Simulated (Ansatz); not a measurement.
The parent structure is a 16-atom supercell of ZnS in the zinc blende structure (space group F-43m, No. 216; a = 5.443 Å) at its relaxed geometry.

The values are results of PBE (Ansatz, a first-principles code, PAW, no spin-orbit coupling), not measurements.

For the base:

| Quantity | Result |
|---|---|
| Pressure | 0.0 GPa |

Perturbation: one H atom is added in an open site, starting 2.22 Å from the nearest host atom, atoms relaxed at fixed cell, starting from a slightly rattled geometry.

What does the calculation give for the largest displacement of a host atom from its site in the perfect cell after the change?

The largest displacement of a host atom from its site in the perfect cell amounts to 0.04 Å.

What happens to the pressure?

The pressure goes from zero to 0.5 GPa.

Other magnetic orders, which the real material may have, were not ruled out. In so small a cell the defect repeats every few ångströms: this is an ordered compound, not a dilute defect. The defect cell is spin-polarised and ends with 1.0 μB.
